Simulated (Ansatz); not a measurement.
The parent structure is TiO$_{2}$ in the rutile structure (space group P4_2/mnm, No. 136; a = 4.643 Å, c = 2.964 Å).

All numbers come from PBE/PAW in Ansatz (a first-principles code), no SOC.

For the base:

| Item | Result |
|---|---|
| Valence-band top at Γ | 0.00, -0.43, -0.43 eV |
| Width of the top valence band | 1.56 eV |
| Lattice parameter a | 4.643 Å |

The change: a negative pressure, −2 GPa.

Problem. What does the calculation give for the valence-band top at Γ after the change?

Solution. The valence-band top at Γ (three highest levels, from the VBM) becomes 0.00, -0.41, -0.41 eV (base: 0.00, -0.43, -0.43 eV).

Problem. What does the calculation give for the width of the top valence band after the change?

Solution. The width of the top valence band decreases by 0.03 eV to 1.53 eV.

Problem. What does the calculation give for the lattice parameter a after the change?

Solution. The lattice parameter a increases by 0.020 Å (4.643 Å → 4.663 Å).

The levels and masses belong to the bands next to the band gap. Load acts through the strain it causes; cell and atoms are relaxed under it. No phonon test of stability was made. All final runs are without spin polarisation.
